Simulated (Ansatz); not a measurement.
For AlN (Fm-3m, No. 225; start mp-1330; another space group than a measured phase of this formula), LDA (plane waves, PAW; Ansatz, a program for electronic structure) gives:

| Quantity | Result |
|---|---|
| equilibrium lattice constant a | 4.011 Å |
| band gap at the PBEsol cell | 4.46 eV |

### Question
What does HSE06 (Ansatz, PAW) give for the same quantities?

### Answer

- lattice constant a: 4.030 Å (increases by 0.5 %)
- band gap at the PBEsol cell: 6.02 eV (goes up by 1.56 eV)

Changes are worked out from the printed values.

Unless a cell is named, each level is at its own relaxed cell (LDA 8.07, HSE06 8.18 Å³/atom).

Density-functional gaps are differences of (generalised) Kohn–Sham levels.

Caveats: the relaxation could not lower the start's symmetry, so the cell can be a saddle point above a distorted one (LDA, HSE06). Ansatz's density-functional and Hartree–Fock values are scalar-relativistic unless marked +SOC, with PAW data made under PBE.

A start named mp-… is a Materials Project structure, which can be a computed phase never made.
